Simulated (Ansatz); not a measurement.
For Hg2O (model structure, Pn-3m, No. 224, 6 atoms in the cell), LDA (Ansatz, a quantum-chemistry and plane-wave program, plane waves, PAW) gives:

```
Property                              Result
------------------------------  ------------
equilibrium lattice constant a       5.047 Å
bulk modulus B0                     60.1 GPa
cohesive energy                 1.90 eV/atom
```

Problem. What does r²SCAN (plane waves, PAW; Ansatz) give for the same quantities?

Solution. 
- lattice constant a: 5.173 Å (grows by 2.5 %)
- bulk modulus: 49.7 GPa (decreases by 17 %)
- cohesive energy: 1.15 eV/atom (decreases by 0.75 eV/atom)

Changes are worked out from the printed values.

Unless a cell is named, each level is at its own relaxed cell (LDA 21.43, r²SCAN 23.07 Å³/atom).

Levels without +SOC leave out spin–orbit coupling, which shifts energies and cells of such heavy elements.

Caveats: the bulk modulus is −V dP/dV from two relaxed cells at ±2 % in volume (LDA, r²SCAN). Ansatz's density-functional and Hartree–Fock values are scalar-relativistic unless marked +SOC, with PAW data made under PBE.

A model structure was made by putting elements into a prototype or built by hand; it is no filed structure, need not be a known phase, and can be a saddle point held by its symmetry.
